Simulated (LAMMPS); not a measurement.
Simulation of a melt made from Mg (hcp), 4032 atoms, at 1200 K and 0 GPa, brought to that temperature within a few picoseconds.

Method: classical MD, pair style eam/fs, file Mg_mm.eam.fs, run in LAMMPS.

Question: Give g(r) against r (Å) as the simulation yields it.

Answer: State found: liquid.
| r (Å) | g(r) |
|---|---|
| 2.180 | 0.001 |
| 2.220 | 0.004 |
| 2.260 | 0.004 |
| 2.300 | 0.006 |
| 2.340 | 0.014 |
| 2.380 | 0.019 |
| 2.420 | 0.041 |
| 2.460 | 0.064 |
| 2.500 | 0.103 |
| 2.540 | 0.154 |
| 2.580 | 0.232 |
| 2.620 | 0.358 |
| 2.660 | 0.494 |
| 2.700 | 0.703 |
| 2.740 | 0.942 |
| 2.780 | 1.18 |
| 2.820 | 1.48 |
| 2.860 | 1.70 |
| 2.900 | 1.97 |
| 2.940 | 2.26 |
| 2.980 | 2.40 |
| 3.020 | 2.57 |
| 3.060 | 2.66 |
| 3.100 | 2.66 |
| 3.140 | 2.66 |
| 3.180 | 2.54 |
| 3.220 | 2.43 |
| 3.260 | 2.30 |
| 3.300 | 2.17 |
| 3.340 | 1.98 |
| 3.380 | 1.84 |
| 3.420 | 1.72 |
| 3.460 | 1.61 |
| 3.500 | 1.47 |
| 3.540 | 1.39 |
| 3.580 | 1.28 |
| 3.620 | 1.23 |
| 3.660 | 1.13 |
| 3.700 | 1.06 |
| 3.740 | 0.971 |
| 3.780 | 0.956 |
| 3.820 | 0.892 |
| 3.860 | 0.833 |
| 3.900 | 0.779 |
| 3.940 | 0.716 |
| 3.980 | 0.728 |
| 4.020 | 0.694 |
| 4.060 | 0.686 |
| 4.100 | 0.676 |
| 4.140 | 0.660 |
| 4.180 | 0.653 |
| 4.220 | 0.648 |
| 4.260 | 0.650 |
| 4.300 | 0.663 |
| 4.340 | 0.656 |
| 4.380 | 0.660 |
| 4.420 | 0.685 |
| 4.460 | 0.683 |
| 4.500 | 0.677 |
| 4.540 | 0.719 |
| 4.580 | 0.698 |
| 4.620 | 0.718 |
| 4.660 | 0.736 |
| 4.700 | 0.737 |
| 4.740 | 0.763 |
| 4.780 | 0.763 |
| 4.820 | 0.804 |
| 4.860 | 0.811 |
| 4.900 | 0.827 |
| 4.940 | 0.826 |
| 4.980 | 0.845 |
| 5.020 | 0.864 |
| 5.060 | 0.887 |
| 5.100 | 0.891 |
| 5.140 | 0.913 |
| 5.180 | 0.939 |
| 5.220 | 0.940 |
| 5.260 | 0.965 |
| 5.300 | 1.00 |
| 5.340 | 1.00 |
| 5.380 | 1.05 |
| 5.420 | 1.05 |
| 5.460 | 1.06 |
| 5.500 | 1.09 |
| 5.540 | 1.09 |
| 5.580 | 1.13 |
| 5.620 | 1.15 |
| 5.660 | 1.17 |
| 5.700 | 1.18 |
| 5.740 | 1.22 |
| 5.780 | 1.21 |
| 5.820 | 1.22 |
| 5.860 | 1.23 |
| 5.900 | 1.24 |
| 5.940 | 1.25 |
| 5.980 | 1.24 |
| 6.020 | 1.24 |
| 6.060 | 1.23 |
| 6.100 | 1.24 |
| 6.140 | 1.21 |
| 6.180 | 1.20 |
| 6.220 | 1.20 |
| 6.260 | 1.18 |
